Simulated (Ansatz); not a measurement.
## LuAs in the CsCl type structure (space group Pm-3m, No. 221; a model cell, its experimental status unchecked)

```
LuAs
1.0
    3.49339     0.00000     0.00000
    0.00000     3.49339     0.00000
    0.00000     0.00000     3.49339
Lu As
1 1
Direct
  0.00000   0.00000   0.00000
  0.50000   0.50000   0.50000
```

The values are results of Kohn–Sham DFT with the r2SCAN functional, run in Ansatz (an electronic-structure program) with PAW and 500 eV plane waves, no SOC, not measurements. Γ-centred 13×13×13 mesh, Fermi–Dirac width 0.05 eV.

```json
{
 "volume_per_atom": "21.32 Å³",
 "density": "9.73 g/cm³",
 "band_gap": "zero",
 "total_energy": "-9805.216 eV/atom (σ→0; compares only within this code and set-up)"
}
```

Stability against distortions was not tested. The final runs are not spin-polarised.
